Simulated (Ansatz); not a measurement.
An Ansatz (an electronic-structure program) run: TiAl3 with a change (biaxial strain +4.61 %, plane normal [001], relaxed out of plane); DFT with PBEsol, PAW potentials and a 420 eV plane-wave cutoff in Ansatz, no SOC.

Input:

Ansatz 0.2 input:
```yaml
crystal:
  lattice:
    - [3.9921189692, 0, 0]
    - [0, 3.9921189692, 0]
    - [1.9960594846, -1.9960594846, 4.1770929411]
  atoms:
    - { symbol: Al, position: [0.5, 0.5, 0] }
    - { symbol: Al, position: [0.25, 0.25, 0.5] }
    - { symbol: Al, position: [0.75, 0.75, 0.5] }
    - { symbol: Ti, position: [0, 0, 0] }
basis: { ecutwfc: 420, ecutrho_ratio: 4, xc_grid: 2, fft_grid_basis: typed }
kpoints: { mp_grid: { grid: [17, 17, 17] } }
hamiltonian:
  xc: pbesol
  dispersion: none
  pseudopotentials: { kind: paw }
scf: { occupations: { method: fermi_dirac, width: 0.05 } }
relax: { f_tol: 0.005, max_steps: 50, cell: { stress_tol: 0.01, fix: [a, b, gamma] } }
output: { forces: true, stress: true }
checkpoint: { write: state.ck, write_every: 1000 }
```

Output (explanatory and most iteration lines left out):

```
Relaxation: its limit of steps is 50 (relax.max_steps)
Pseudopotential: Al, paw, valence charge 3
Pseudopotential: Ti, paw, valence charge 12
Crystal: 4 atoms, lattice volume = 66.570 Å³
Basis set: ecut = 420 eV, 1329 PW (Γ), exchange–correlation on 54×54×72 points (8 copies of the dense FFT grid, shifted against one another)
Bands: 15, of which v1, the nominal top of the filled ones, is band 11 counted from 1 (10 counted from 0)
Symmetry: 16 space group operations
Space group: I4/mmm (ITA 139), of the structure as read, at distance tolerance 4.1e-5 Å
k-points: 405 of 4913
Functional: x = pbesol(κ = 0.804, μ = 0.12345679012345678), c = pbesol(β = 0.046)
SCF iter   1: F=—  HF=-4048.972396 eV  |F-HF|=—  |Δ(HF+E_count)|=         —  Δρ=5.10e-3  dr2=1.68e-2  ethr=1.77e-3  ⟨swp⟩=5.8  Hψ=36071  notcnv=0
SCF iter   2: F=—  HF=-4048.969478 eV  |F-HF|=—  |Δ(HF+E_count)|=   2.92e-3  Δρ=2.10e-3  dr2=2.73e-3  ethr=8.00e-5  ⟨swp⟩=2.0  Hψ=10928  notcnv=0
SCF 1 converged in 6 iterations: F = -4048.968890 eV  dr2 = 2.24e-9
relax step   1: F+E_penalty+E_count = -4048.96888967 eV  Δ(F+E_penalty+E_count) = +0.000e0 eV  max|allowed force component| = 1.735e-17 eV/Å  Δτ_max = 0.0000 Å  P = -6.379 GPa  Ω = 66.570 Å³  fix = [a, b, gamma]  reactions: a -9.826, b -9.826 GPa  (6 SCF iters, dr2 threshold 1.00e-7 eV, accepted)
[... steps on the carried basis left out ...]
relax step   3: F+E_penalty+E_count = -4048.96912439 eV  Δ(F+E_penalty+E_count) = -1.769e-4 eV  max|allowed force component| = 5.551e-17 eV/Å  Δτ_max = 0.0000 Å  P = -6.623 GPa  Ω = 66.750 Å³  energy of the carried Pulay correction = -5.259e-5 eV  fix = [a, b, gamma]  reactions: a -9.933, b -9.933 GPa  (6 SCF iters, dr2 threshold 3.20e-7 eV, accepted)
Crystal: 4 atoms, lattice volume = 66.750 Å³
SCF iter   1: F=—  HF=-4048.969193 eV  |F-HF|=—  |Δ(HF+E_count)|=         —  Δρ=2.54e-5  dr2=1.03e-8  ethr=6.75e-8  ⟨swp⟩=2.5  Hψ=50496  notcnv=0
SCF iter   2: F=—  HF=-4048.969182 eV  |F-HF|=—  |Δ(HF+E_count)|=   1.06e-5  Δρ=1.29e-5  dr2=2.50e-9  ethr=4.91e-11  ⟨swp⟩=2.0  Hψ=8818  notcnv=0
SCF 4 converged in 9 iterations: F = -4048.969182 eV  dr2 = 6.89e-17
SCF converged after 9 iterations
Free energy (F): -4048.969182 eV
Internal energy: -4048.950153 eV  (E = F + TS)
E sigma→0 (E₀):  -4048.959667 eV
Entropy (-TS):   -0.019029 eV (-4.757 meV/atom)
Fermi energy:    8.926957 eV
--- Forces (eV/Å), atoms counted from 1 ---
  atom   1  Al    -0.00000000     0.00000000    -0.00000000
  atom   2  Al     0.00000000     0.00000000     0.00000000
  atom   3  Al    -0.00000000    -0.00000000    -0.00000000
  atom   4  Ti    -0.00000000     0.00000000     0.00000000
--- Stress (GPa, compression-positive) ---
       -9.932587      -0.000000       0.000000
       -0.000000      -9.932587      -0.000000
        0.000000      -0.000000       0.000676
  P = ⅓ Tr σ = -6.6215 GPa (-66.215 kbar)
--- Relaxed structure (3 steps of the walk, 3 accepted, 1 SCFs on fresh bases) ---
  cell:  # Å, volume = 66.7504 Å³
    - [3.9921189692, -2.133734195682225e-112, -5.69121316675508e-34]
    - [-2.133734195682225e-112, 3.9921189692, -5.69121316675508e-34]
    - [1.9960594846, -1.9960594846, 4.188385389230145]
  atoms:
    - { symbol: Al, position: [0.5, 0.5, -6.483789138723884e-36] }
    - { symbol: Al, position: [0.25, 0.25, 0.5] }
    - { symbol: Al, position: [0.75, 0.75, 0.5] }
    - { symbol: Ti, position: [-6.150638414757026e-34, -5.148519491301977e-35, -6.483789138726738e-36] }
```

Without a gap, meshes like the base's 17×17×17 leave anisotropic stresses uncertain by several tenths of a GPa, and small strain energies with them. No phonon test of stability was made. All final runs are without spin polarisation. The cell was made from TiAl3 (space group I4/mmm, No. 139) by this change: biaxial strain +4.61 %, plane normal [001], relaxed out of plane.
